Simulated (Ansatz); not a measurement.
An Ansatz (a quantum-chemistry and plane-wave program) input (Kohn–Sham DFT with the HSE06 functional, run in Ansatz with PAW and 420 eV plane waves, no spin-orbit coupling):

Ansatz 0.2 input:
```yaml
crystal:
  lattice:
    - [4.1678682384, 0, 0]
    - [-2.0839341192, 3.6094797741, 0]
    - [0, 0, 5.593910959]
  atoms:
    - { symbol: Sn, position: [0, 0, 0] }
    - { symbol: Cl, position: [0.3333333333, 0.6666666667, 0.2661232652] }
    - { symbol: Cl, position: [0.6666666667, 0.3333333333, 0.7338767348] }
basis: { ecutwfc: 420, ecutrho_ratio: 4, xc_grid: 2, fft_grid_basis: typed }
kpoints: { mp_grid: { grid: [6, 6, 4] } }
hamiltonian:
  xc: hse06
  dispersion: none
  pseudopotentials: { kind: paw }
scf: { occupations: { method: fermi_dirac, width: 0.01 } }
output: { eigenvalues: true, eigenstates: { kpoints: [[0.333333, 0.333333, 0.5], [0, 0, 0.5], [0, 0, 0], [0.5, 0, 0]] } }
```

### Question
Which symmetry and how many k-points will the program report, and about how many plane waves at Γ?

### Answer
Space group P-3m1 (ITA 164) with 12 operations, k-points 24 of 144, and 1621 plane waves at Γ.

Single points use the geometry relaxed with PBEsol-D3(BJ). HSE06 gaps are upper bounds (no full band path). Whether these cells are dynamically stable was not tested. The cell was made from SnS2 by this change: S → Cl; the result is a hypothetical phase, not in the database extracts checked.
